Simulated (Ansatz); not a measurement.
Input:

End structure of Ru on the 1x1 (111) surface of fcc Cu, one in a 2x2 cell, started at the site 'hollow Cu-Cu-Cu over Cu at depth 2.1 Å':

```xyz
17
Lattice="5.1336 0.0000 0.0000 -2.5668 4.4458 0.0000 0.0000 0.0000 25.5000" Properties=species:S:1:pos:R:3 pbc="T T T"
Cu     0.0000     1.4819     9.6433
Cu    -1.2834     3.7049     9.6433
Cu     2.5668     1.4819     9.6433
Cu     1.2834     3.7049     9.6433
Cu     1.2834     0.7410    11.7147
Cu     0.0000     2.9639    11.7147
Cu     3.8502     0.7410    11.7147
Cu     2.5668     2.9639    11.7147
Cu     0.0000     0.0000    13.7738
Cu    -1.2926     2.2176    13.8017
Cu     2.5668     0.0106    13.8017
Cu     1.2926     2.2176    13.8017
Cu     0.0000     1.5192    15.8475
Cu    -1.2511     3.6862    15.8475
Cu     2.5668     1.4819    16.0873
Cu     1.2511     3.6862    15.8475
Ru     0.0000     0.0000    17.7569
```

Set-up: 17 atoms, 6.2 Å thick at the start under the adsorbate (thin: gaps and levels are the slab's own); mesh 6x6x1; 0.1 eV smearing; dipole correction on; 8 atoms held, the rest relaxed; start symmetry kept, larger cells not searched; spin-polarised, no spin-orbit, no U, no dispersion correction. At the end it is bonded to 3 Cu. In PBE it is, or lies within 0.03 eV of, the lowest of the starts that converged.

A negative adsorption energy means that the adsorbate is more stable on the surface than in its reference.

Problem. Predict the change of the work function from PBE in Ansatz (an electronic-structure program).

Solution. -1.09 eV

Problem. What change of the step from the bottom to the top vacuum level, against the clean slab does PBE give?

Solution. -1.13 eV

Problem. What is the computed work function of the top face (PBE)?

Solution. 3.68 eV

Problem. Give the adsorption energy against an atom of hcp Ru at the level PBE.

Solution. 3.60 eV
